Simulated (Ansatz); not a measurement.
LaN (P6₃mc, No. 186, 4 atoms in the cell; start mp-567290; a measured phase of this formula has another space group), treated with PBE0 in Ansatz (plane waves, PAW).

Settings: plane-wave cutoff 460 eV, 9×9×4 k mesh (along the axes of the cell as run), Fermi–Dirac smearing 0.01 eV, scalar-relativistic PAW data made under PBE.

Cell (relaxed with PBEsol):

```yaml
crystal:
  lattice:
    - [4.11539, 0.00000, 0.00000]
    - [-2.05770, 3.56403, 0.00000]
    - [0.00000, 0.00000, 5.81091]
  atoms:
    - { symbol: La, position: [0.33333, 0.66667, 0.99494] }
    - { symbol: La, position: [0.66667, 0.33333, 0.49494] }
    - { symbol: N, position: [0.33333, 0.66667, 0.41506] }
    - { symbol: N, position: [0.66667, 0.33333, 0.91506] }
```

Q: What does this level give for the band gap and direct gap at Γ?

A: 
- band gap = 2.80 eV (on the SCF k mesh)
- direct gap at Γ = 3.30 eV

Note: cell and atoms aren't relaxed at this level (pressure 2.1 GPa).

Spin–orbit coupling is not included.

Static lattice: no zero-point or thermal effects.

A start named mp-… is a Materials Project structure, which need not be a measured phase.

Ansatz is a first-principles code.
